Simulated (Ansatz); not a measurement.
The starting structures come from a database of crystals and need not be the phases stable at ambient conditions.

 Where the default PAW files enter, the runs use the earlier of Ansatz's two default sets.

Tunnelling through a barrier is set by its complex band structure: the current falls as exp(−2κd) with the smallest κ.

Given:

```yaml
crystal:
  lattice:
    - [5.70445, 0.00000, 0.00000]
    - [0.00000, 5.70445, 0.00000]
    - [2.85222, -2.85222, 4.03366]
  atoms:
    - { symbol: Ba, position: [0.25000, 0.25000, 0.50000] }
    - { symbol: Ba, position: [0.75000, 0.75000, 0.50000] }
    - { symbol: H, position: [0.21423, 0.78577, 0.57154] }
    - { symbol: H, position: [0.78577, 0.21423, 0.42846] }
    - { symbol: H, position: [0.78577, 0.78577, 0.00000] }
    - { symbol: H, position: [0.21423, 0.21423, 0.00000] }
    - { symbol: H, position: [0.21423, 0.78577, 0.00000] }
    - { symbol: H, position: [0.78577, 0.21423, 0.00000] }
    - { symbol: Ru, position: [0.00000, 0.00000, 0.00000] }
```

Space group of this cell: Fm-3m. The cell is taken as given; by PBEsol its mean pressure is -2.2 GPa.

Transport runs along the normal of the first two printed cell vectors, the (001) plane of the conventional cell.

The gap is the functional's own, uncorrected, and κ follows it; spin-orbit coupling is left out. Mid-gap values are interpolated between the computed energies.

Problem. State the band gap and the smallest decay constant κ at mid-gap according to PBEsol (Ansatz, a quantum-chemistry and plane-wave program).

Solution. Gap 1.75 eV on a 8×8×8 mesh; κ = 0.314 1/Å, at the zone centre.
